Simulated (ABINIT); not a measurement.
ABINIT run on CdAu (P-6m2, 2 atoms in the cell): self-consistent single point.

Method of the run: PBEsol, spin-orbit coupling, PAW (JTH v2.0 PBE PAW, files made for PBE) (plane waves; ABINIT 10.0.3).

```
CdAu
1.0
    3.09033     0.00000     0.00000
   -1.54516     2.67630     0.00000
    0.00000     0.00000     4.60128
Cd Au
1 1
Direct
  0.00000   0.00000   0.00000
  0.33333   0.66667   0.50000
```

Reference input (self-consistent single point, DFT, PBEsol, plane waves, PAW (JTH v2.0 PBE PAW, files made for PBE)): pseudos = [Cd.GGA_PBE-JTH.xml, Au.GGA_PBE-JTH.xml]; ecut = 26 Ha; pawecutdg = 52 Ha; pawxcdev = 0; ixc = -116133; occopt = 3; tsmear = 0.1 eV; ngkpt = 8 8 5; nshiftk = 1; shiftk = 0 0 0; potentials = JTH v2.0 PBE PAW; nband = 17. This run's input differs from it in these lines:

```diff
@@ -19,6 +19,8 @@
 ixc -116133
+nspinor 2
+nspden 1
 occopt 3
 tsmear 0.1 eV
-nband 17
-kptopt 1
+nband 37
+kptopt 4
 ngkpt 8 8 5
```

Output, abridged:

```
 beta integral value:      -0.744603E+02
 pspatm: atomic psp has been read  and splines computed

   1.40380682E+03                                ecore*ucvol(ha*bohr**3)
 ==== Info on pseudopotentials ====
  PAW calculation
  Number of pseudopotentials ..    2
  Number of types of atoms   ..    2
  Calculation with spin-orbit coupling
  Nonlocal part applied using real spherical harmonics
  Max number of non-local projectors over l and type   2
  Highest angular momentum +1 .......   3
  Max number of (l,n)   components ..   6
  Max number of (l,m,n) components ..  18

 Pseudo-Core Charge Info:
   Number of radial points for pseudo-core charge ..    1
   XC core-correction treatment (optnlxccc) ........    1
   Radius for pseudo-core charge for each type .....

  - Atom type    1 has pseudo-core radius .. 80.0000
  - Atom type    2 has pseudo-core radius .. 80.0000

 Info on the Q-grid used for form factors in spline form:
   Number of q-points for radial functions ffspl ..   3001
   Number of q-points for vlspl ...................   3001
   vloc is computed in Reciprocal Space

  XC functional for type 1 is -101130
  XC functional for type 2 is -101130

 symatm: atom number 1 is reached starting at atom
   1  1  1  1  1  1
 symatm: atom number 2 is reached starting at atom
   2  2  2  2  2  2

--- !BUG
src_file: m_inwffil.F90
src_line: 2703
mpi_rank: 0
message: |
    When nspinor2 is 2, nbd2 must be even, while it is nbd2=37
...

  Action: contact ABINIT group (please attach the output of `abinit -b`)

 abinit_abort: decision taken to exit. Check above messages for more info
Abort(13) on node 0 (rank 0 in comm 0): application called MPI_Abort(MPI_COMM_WORLD, 13) - process 0

--- !BUG
src_file: m_inwffil.F90
src_line: 2703
mpi_rank: 0
message: |
    When nspinor2 is 2, nbd2 must be even, while it is nbd2=37
...

  Action: contact ABINIT group (please attach the output of `abinit -b`)
```

The program stopped before any SCF iteration. 

The starting cell comes from a database of computed structures (which also holds hypothetical and non-ambient phases and stackings), without a prior relaxation at this level. The potentials were made for another functional than the one used.
